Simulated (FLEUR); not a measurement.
Band structure of Yb (Fm-3m, 1 atom in the cell).

```yaml
crystal:
  lattice:
    - [0.00000, 2.72463, 2.72463]
    - [2.72463, 0.00000, 2.72463]
    - [2.72463, 2.72463, 0.00000]
  atoms:
    - { symbol: Yb, position: [0.00000, 0.00000, 0.00000] }
```

Level of theory: PBE, all-electron FLAPW (FLEUR), scalar-relativistic valence run with FLEUR.

Settings: Kmax = 3.8 1/bohr; GmaxXC = 15.2 1/bohr; xcFunctional = pbe; jspins = 1; l_soc = F; mode = hist; fermiSmearingEnergy = 0.00367493 Htr; mesh (inpgen div1-3) = 10 10 10; inpgen gamma flag = true; Gmax = 15.2 1/bohr; numbands = 0; maxIterBroyd = 40; imix = Anderson; alpha = 0.05.

The starting cell comes from a database of computed structures (which also holds hypothetical and non-ambient phases and stackings), without a prior relaxation at this level. Spin-orbit coupling is off. Spin polarisation is off. Values depend on the basis (sphere radii, cutoffs, local orbitals), which need not be converged.

Levels in eV from the Fermi level, bands 9 to 16:
```
point      9     10     11     12    13    14    15    16
-----  -----  -----  -----  -----  ----  ----  ----  ----
Γ      -0.55  -0.47  -0.47  -0.47  2.74  2.74  2.74  4.63
X      -0.55  -0.50  -0.50  -0.50  0.25  1.34  6.01  6.40
W      -0.53  -0.53  -0.50   0.03  0.71  0.71  2.44  6.28
K      -0.53  -0.50  -0.49  -0.18  0.12  1.01  4.18  4.38
L      -0.56  -0.48  -0.48  -0.47  0.13  2.55  2.55  5.99
U      -0.53  -0.50  -0.49  -0.18  0.12  1.01  4.18  4.38
```
